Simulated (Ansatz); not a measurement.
Results of r²SCAN (Ansatz, a program for electronic structure, PAW) for In2O3 (model structure, from the Nb2Se3 type, P3m1, No. 156).

From the output:

```
Crystal: 5 atoms, lattice volume = 70.059 Å³
Basis set: ecut = 560 eV, 2069 PW (Γ), exchange–correlation on 81×81×180 points (27 copies of the dense FFT grid, shifted against one another)
Bands: 27, of which v1, the nominal top of the filled ones, is band 22 counted from 1 (21 counted from 0)
Symmetry: 6 space group operations
Space group: P3m1 (ITA 156), of the structure as read, at distance tolerance 4.1e-5 Å
k-points: 266 of 2592 (time reversal used)
Functional: x = r2scan, c = r2scan; τ floored in thin density (d = 2e-4 eV/Å³)
SCF iter   1: F=—  HF=-12928.704102 eV  |F-HF|=—  |Δ(HF+E_count)|=         —  Δρ=1.21e-2  dr2=1.29e-1  dr2_τ=1.51e-1
SCF iter   2: F=—  HF=-12928.758378 eV  |F-HF|=—  |Δ(HF+E_count)|=   5.43e-2  Δρ=6.56e-3  dr2=2.20e-2  dr2_τ=2.39e-3
  ...
SCF iter   9: F=—  HF=-12928.755437 eV  |F-HF|=—  |Δ(HF+E_count)|=   3.41e-8  Δρ=3.33e-6  dr2=7.85e-9  dr2_τ=6.23e-10
SCF iter  10: F=-12928.755437 eV  HF=-12928.755437 eV  |F-HF|=2.91e-11  |Δ(HF+E_count)|=   1.52e-9  Δρ=8.64e-7  dr2=4.90e-10  dr2_τ=3.44e-11
SCF 1 converged in 10 iterations: F = -12928.755437 eV  dr2 = 4.90e-10
SCF converged after 10 iterations
Free energy (F): -12928.755437 eV
Internal energy: -12928.755418 eV  (E = F + TS)
E sigma→0 (E₀):  -12928.755427 eV
Fermi energy:    7.891209 eV
--- Forces (eV/Å), atoms counted from 1 ---
  atom   1  In    -0.00000000     0.00000000    -0.18859618
  atom   2  In     0.00000000    -0.00000000     0.24458782
  atom   3  O     -0.00000000     0.00000000    -0.01976966
  atom   4  O      0.00000000    -0.00000000     0.38970250
  atom   5  O     -0.00000000     0.00000000    -0.42609337
--- Stress (GPa, compression-positive) ---
       -3.729785       0.000000      -0.000000
        0.000000      -3.729785      -0.000000
       -0.000000      -0.000000      -2.453634
  P = ⅓ Tr σ = -3.3044 GPa (-33.044 kbar)
```

**Question.** Write an input file that produces this run.

**Answer.** Several could match; the one computed here: 
Ansatz 0.2 input:
```yaml
crystal:
  lattice:
    - [3.2884678109, -0.0000003183, 0.0]
    - [-1.6442336298, 2.8478968229, 0.0]
    - [0.0, 0.0, 7.4808154171]
  atoms:
    - { symbol: In, position: [0.0, 0.0, 0.4119634989] }
    - { symbol: In, position: [0.0, 0.0, 0.8384040868] }
    - { symbol: O, position: [0.6666666667, 0.3333333333, 0.6118601932] }
    - { symbol: O, position: [0.3333333333, 0.6666666667, 0.299100398] }
    - { symbol: O, position: [0.6666666667, 0.3333333333, 0.9636618232] }
basis:
  ecutwfc: 560
  ecutrho_ratio: 4
  xc_grid: 3
kpoints:
  mp_grid: { grid: [18, 18, 8] }
hamiltonian:
  xc: r2scan
  dispersion: none
  pseudopotentials: { kind: paw }
scf:
  occupations: { method: fermi_dirac, width: 0.05 }
  convergence: { dr2_threshold: 0.0000000005 }
output:
  forces: true
  stress: true
  eigenvalues: true
```

The PAW data were made under PBE.

Note: the cell keeps the symmetry of its start, so it can be a saddle point. Note: cell and atoms aren't relaxed at this level (largest force 0.43 eV/Å, pressure -3.3 GPa).

It cost about 120 core-seconds (a rough figure) of CPU time.

A model structure was made by putting elements into a prototype or built by hand; it is no filed structure, need not be a known phase, and can be a saddle point held by its symmetry.
